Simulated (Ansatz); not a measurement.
Ansatz (a quantum-chemistry and plane-wave program) run on TiB2Mo (Amm2, 4 atoms in the cell): self-consistent single point.

Level of theory: PBEsol, default PAW files made with PBE (plane waves; Ansatz).

```yaml
crystal:
  lattice:
    - [3.06714, 0.00000, 0.00000]
    - [0.00000, 1.58076, 4.20052]
    - [0.00000, -1.58076, 4.20052]
  atoms:
    - { symbol: Ti, position: [0.00000, 0.15325, 0.15325] }
    - { symbol: B, position: [0.50000, 0.55875, 0.55875] }
    - { symbol: B, position: [0.00000, 0.43994, 0.43994] }
    - { symbol: Mo, position: [0.50000, 0.85402, 0.85402] }
```

Reference input (self-consistent single point, DFT, PBEsol, plane waves, default PAW files made with PBE): basis.ecutwfc = 420 eV; kpoints.mp_grid.grid = 11 11 11; hamiltonian.xc = pbesol; hamiltonian.pseudopotentials = {kind: paw} (the program's default PAW files); scf.occupations.method = gaussian; scf.occupations.width = 0.1 eV. This run's input differs from it in these lines:

Ansatz 0.2 input:
```diff
@@ -14,3 +14,3 @@
 kpoints:
-  mp_grid: { grid: [11, 11, 11] }
+  mp_grid: { grid: [11, 12, 12], shift: [0.5, 0.5, 0.5] }
 hamiltonian:
```

Output, abridged:

```
SCF iter   1: F=—  HF=-7680.202366 eV  |F-HF|=—  |Δ(HF+E_count)|=         —  Δρ=8.15e-3  dr2=5.36e-2  ethr=1.77e-3  ⟨swp⟩=4.8  Hψ=20307  notcnv=0
all-band conjugate gradients solve this SCF's bands
preconditioner: auto → Kerker (q_TF=auto, 2.621 Å⁻¹)
SCF iter   2: F=—  HF=-7680.195195 eV  |F-HF|=—  |Δ(HF+E_count)|=   7.17e-3  Δρ=4.40e-3  dr2=1.56e-2  ethr=1.68e-4  ⟨swp⟩=1.0  Hψ=7056  notcnv=0
SCF iter   3: F=—  HF=-7680.191565 eV  |F-HF|=—  |Δ(HF+E_count)|=   3.63e-3  Δρ=5.23e-4  dr2=1.76e-4  ethr=4.88e-5  ⟨swp⟩=2.0  Hψ=7044  notcnv=0
SCF iter   4: F=—  HF=-7680.191520 eV  |F-HF|=—  |Δ(HF+E_count)|=   4.50e-5  Δρ=1.17e-4  dr2=6.51e-6  ethr=5.50e-7  ⟨swp⟩=2.0  Hψ=7012  notcnv=0
SCF iter   5: F=—  HF=-7680.191515 eV  |F-HF|=—  |Δ(HF+E_count)|=   5.80e-6  Δρ=2.99e-5  dr2=5.08e-7  ethr=2.04e-8  ⟨swp⟩=2.3  Hψ=7309  notcnv=0
SCF iter   6: F=-7680.191514 eV  HF=-7680.191514 eV  |F-HF|=9.25e-9  |Δ(HF+E_count)|=   9.19e-8  Δρ=5.53e-6  dr2=1.47e-8  ethr=3.13e-10  ⟨swp⟩=5.1  Hψ=20132  notcnv=0
SCF 1 converged in 6 iterations: F = -7680.191514 eV  dr2 = 1.47e-8
Free energy (F): -7680.191514 eV
Internal energy: -7680.187343 eV  (E = F + TS)
E sigma→0 (E₀):  -7680.189429 eV
Entropy (-TS):   -0.004171 eV (-1.043 meV/atom)
Fermi energy:    17.431679 eV
--- Forces (eV/Å), atoms counted from 1 ---
  atom   1  Ti     0.00000000     0.00000000    -0.94085237
  atom   2  B      0.00000000     0.00000000     0.23464596
  atom   3  B      0.00000000     0.00000000     0.32995017
  atom   4  Mo     0.00000000     0.00000000     0.37632188
--- Stress (GPa, compression-positive) ---
       -1.946036       0.000000       0.000000
        0.000000      -3.663174       0.000000
        0.000000       0.000000      -1.947593
  P = ⅓ Tr σ = -2.5189 GPa (-25.189 kbar)
  The stress holds the Pulay correction. Without it, at fixed plane waves, as pw.x and ABINIT print it: P = -2.6411 GPa
```

The run converged in 6 iterations. Against the reference run the free energy is nearly the same (within 1 meV/atom), the pressure hardly changes (-2.50 to -2.52 GPa) and the largest force goes from 0.913 to 0.941 eV/Å.

The starting cell comes from a database of computed structures (which also holds hypothetical and non-ambient phases and stackings), without a prior relaxation at this level. Its lattice was rescaled by up to half a per cent. One atom was moved a little off its site on purpose. Spin polarisation is off. Ansatz's pressure includes its estimate of the finite-basis (Pulay) stress.
